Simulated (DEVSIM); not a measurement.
Device: Pd/HfO2/n-Ge capacitor, at 300 K.

```tsv
layer (left to right)	material	thickness (nm)	Nd (cm⁻³)
1	HfO2	8.00	-
2	Ge	2400	5.9e16
```

Metal gate on the left, work function 5.2 eV. Fixed charge at the semiconductor interface 0 cm⁻² (in units of +e); no interface traps.

This is a model device: material constants are rounded textbook-type values typed into the input, and sizes, dopings and lifetimes were drawn at random. Values at 300 K.

| parameter | HfO2 | Ge |
|---|---|---|
| gap (eV) | 5.7 | 0.664 |
| affinity (eV) | 2.5 | 4 |
| permittivity | 22 | 16 |
| Nc (cm⁻³) | - | 1.04e19 |
| Nv (cm⁻³) | - | 6e18 |

DEVSIM, 1D Poisson equation in equilibrium, Boltzmann statistics, complete ionisation; no quantum confinement or tunnelling. Metal contacts follow the ideal Schottky-Mott rule: no Fermi-level pinning, no interface dipoles.

The interface trap density was swept, all else fixed.

| interface trap density (cm^-2 eV^-1) | flat-band voltage (V) | minimum of the low-frequency capacitance (μF/cm²) | threshold voltage (band bending 2φF) (V) |
|---|---|---|---|
| 0 | 1.07 | 0.145 | 0.61 |
| 1e10 | 1.07 | 0.147 | 0.61 |
| 1e11 | 1.07 | 0.160 | 0.61 |
| 3e11 | 1.07 | 0.187 | 0.61 |
| 1e12 | 1.08 | 0.279 | 0.60 |
| 2e12 | 1.09 | 0.398 | 0.58 |

From the first row to the last the flat-band voltage goes from 1.07 to 1.09. From the first row to the last the minimum of the low-frequency capacitance goes from 0.145 to 0.398.
